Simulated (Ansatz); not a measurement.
AlAs under load (space group F-43m), PBE with spin-orbit coupling, rigid bands in Ansatz (a program for electronic structure). Condition of this run: hydrostatic pressure of 2.4 GPa (compression positive) (the target of the relaxation). Band gap 1.30 eV, N_c = 1.69e19 cm⁻³ and N_v = 2.36e19 cm⁻³ at 300 K, conductivity masses of 0.327 mₑ (electrons) and 0.588 mₑ (holes). Take k_BT = 0.02585 eV.

**Question.** Find the intrinsic carrier density and the intrinsic Fermi level.

**Answer.** n_i = √(N_c N_v) exp(−E_g/2k_BT) = 2.00e19 × exp(−25.14) = 2.4e8 cm⁻³. The level lies (k_BT/2) ln(N_v/N_c) = 4 meV from mid-gap (positive towards the conduction band). Each 0.1 eV added to the gap lowers n_i by a factor of 6.9.

**Question.** What built-in voltage has an abrupt junction with N_A = 1e17 and N_D = 1e18 cm⁻³, all dopants ionised?

**Answer.** V_bi = E_g/e − (k_BT/e) ln(N_c N_v/(N_A N_D)) = 1.30 − 0.02585 × 8.29 = 1.09 V, for the computed gap.

**Question.** What thermal injection velocity √(2k_BT/πm) limits a ballistic channel?

**Answer.** 9.41e6 cm/s for electrons and 7.02e6 cm/s for holes, a ratio of √(m_h/m_e) = 1.34, for dilute carriers.

Rigid bands with the computed gap; masses take one relaxation time for all states. Geometry: cell and atoms relaxed with PBEsol.
